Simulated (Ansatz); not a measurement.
**AlAs (model structure, started from the WC type, P-6m2, No. 187, 2 atoms in the cell): properties by level of theory**

```csv
level (code),lattice parameter a (Å),c axis length (Å),enthalpy of formation (eV/atom)
PBE (Ansatz),[?],3.209,[?]
PBEsol (Ansatz),3.694,3.186,-0.071
PBE-D3(BJ) (Ansatz),3.679,[?],-0.051
```

**Question.** What belongs in the gaps?

**Answer.** 
- PBE (Ansatz, a program for electronic structure), lattice parameter a (Å): 3.745
- PBE (Ansatz), enthalpy of formation (eV/atom): -0.057
- PBE-D3(BJ) (Ansatz), c axis length (Å): 3.179

Ansatz's density-functional and Hartree–Fock values are scalar-relativistic unless marked +SOC, with PAW data made under PBE.

Computed values are for the static lattice.

A model structure was made by putting elements into a prototype or built by hand; it is no filed structure, need not be a known phase, and can be a saddle point held by its symmetry.
